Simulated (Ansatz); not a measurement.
## SiC, pressure series

The reference is SiC in the wurtzite structure (space group P6_3mc, No. 186; a = 3.092 Å, c = 5.074 Å).

Cell and atoms are relaxed at each pressure.

All numbers come from PBE, PAW, 420 eV (Ansatz, an electronic-structure program; without spin-orbit coupling).

Candidates:
(a) pressure 4.5 GPa
(b) pressure −2 GPa
(c) pressure 15 GPa

Base values:

The band gap is 2.31 eV.

Problem. Order them by band gap, lowest first.

Solution. (c) pressure 15 GPa (2.19 eV), (a) pressure 4.5 GPa (2.27 eV), (b) pressure −2 GPa (2.32 eV)

Load acts through the strain it causes; cell and atoms are relaxed under it. No phonon test of stability was made. Competing high-pressure phases were not computed.
